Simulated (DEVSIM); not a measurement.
Device: abrupt Si p-n junction, at 400 K.

```tsv
layer (left to right)	material	thickness (μm)	Nd (cm⁻³)	Na (cm⁻³)	τn (s)	τp (s)
1	Si	0.170	-	5e17	1.8e-6	1.8e-6
2	Si	160	2.9e14	-	1.8e-6	1.8e-6
```

Left contact: ohmic. Right contact: ohmic. Voltage is applied to the left contact. Recombination: SRH at mid-gap, Auger. Mobility is μmin + (μ − μmin)/(1 + (N/Nref)^α).

The device is made up for the run: typed textbook-type constants, with dimensions and the other settings drawn at random. Values at 300 K; Nc and Nv go as T^1.5, mobilities as T to minus their exponent, the gap by Varshni's rule with the affinity fixed.

```csv
parameter,Si
gap (eV),1.124
affinity (eV),4.05
permittivity,11.7
Nc (cm⁻³),2.86e19
Nv (cm⁻³),3.1e19
μn (cm²/Vs),1417
μp (cm²/Vs),470
"μn,min",52
"μp,min",45
"Nref,n",9.7e16
"Nref,p",2.2e17
αn,0.68
αp,0.72
T exponent of μn,2.3
T exponent of μp,2.2
Cn (cm⁶/s),2.8e-31
Cp (cm⁶/s),9.9e-32
Varshni α (eV/K),0.000473
Varshni β (K),636
```

Model (solved in DEVSIM): 1D drift-diffusion, Boltzmann statistics, complete ionisation; no tunnelling, impact ionisation, image-force lowering or self-heating.

The temperature was swept, all else fixed.

```
temperature (K)  dark forward voltage at 1 A/cm² (V)  largest field in the device at zero bias (V/cm)  potential step across the device at zero bias (V)
---------------  -----------------------------------  -----------------------------------------------  -------------------------------------------------
250                                                …                                                …                                              0.811
300                                            0.683                                            39000                                              0.720
350                                            0.606                                            42000                                              0.625
400                                            0.535                                            45000                                              0.528
450                                            0.464                                            47000                                              0.429
500                                            0.358                                            50000                                              0.345
```

Task: What belongs in the gaps?

Result: 
- 250, dark forward voltage at 1 A/cm² (V): 0.763
- 250, largest field in the device at zero bias (V/cm): 36000
